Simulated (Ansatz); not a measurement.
Band structure of OsRu3 (P6_3/mmc, 8 atoms in the cell).

```yaml
crystal:
  lattice:
    - [5.43042, 0.00000, 0.00000]
    - [-2.71521, 4.70288, 0.00000]
    - [0.00000, 0.00000, 4.29098]
  atoms:
    - { symbol: Ru, position: [0.83256, 0.16744, 0.75000] }
    - { symbol: Ru, position: [0.16744, 0.83256, 0.25000] }
    - { symbol: Ru, position: [0.66512, 0.83256, 0.25000] }
    - { symbol: Ru, position: [0.33488, 0.16744, 0.75000] }
    - { symbol: Ru, position: [0.83256, 0.66512, 0.75000] }
    - { symbol: Ru, position: [0.16744, 0.33488, 0.25000] }
    - { symbol: Os, position: [0.66667, 0.33333, 0.25000] }
    - { symbol: Os, position: [0.33333, 0.66667, 0.75000] }
```

Method of the run: PBEsol, PAW files made with PBE (plane waves; Ansatz, a quantum-chemistry and plane-wave program).

Settings: kpoints.mp_grid.grid = 4 4 5; hamiltonian.xc = pbesol; hamiltonian.pseudopotentials = {kind: paw} (the program's default PAW files); scf.occupations.method = fermi_dirac; scf.occupations.width = 0.136 eV; kpoints.band_path.npoints = 8.

The starting cell comes from a database of computed structures (which also holds hypothetical and non-ambient phases and stackings), without a prior relaxation at this level. Spin-orbit coupling is off. Spin polarisation is off.

Levels in eV from the Fermi level, bands 61 to 68:
```json
[
 {"point": "Γ", "61": "-1.38", "62": "-1.38", "63": "0.99", "64": "1.37", "65": "1.37", "66": "1.40", "67": "1.75", "68": "1.75"},
 {"point": "M", "61": "-0.88", "62": "-0.81", "63": "-0.67", "64": "-0.55", "65": "-0.31", "66": "-0.21", "67": "0.11", "68": "0.29"},
 {"point": "K", "61": "-0.89", "62": "-0.89", "63": "-0.87", "64": "-0.05", "65": "-0.05", "66": "0.05", "67": "0.78", "68": "0.82"},
 {"point": "A", "61": "0.31", "62": "0.31", "63": "0.51", "64": "0.51", "65": "0.70", "66": "0.70", "67": "0.70", "68": "0.70"},
 {"point": "L", "61": "-1.43", "62": "-1.43", "63": "-1.36", "64": "-1.36", "65": "0.57", "66": "0.57", "67": "0.76", "68": "0.76"},
 {"point": "H", "61": "-1.41", "62": "-1.41", "63": "-1.16", "64": "-1.16", "65": "1.06", "66": "1.06", "67": "1.23", "68": "1.23"}
]
```

Bands cross the Fermi level along this path, so the cell is metallic at this level.

Keys are those of Ansatz 0.2.
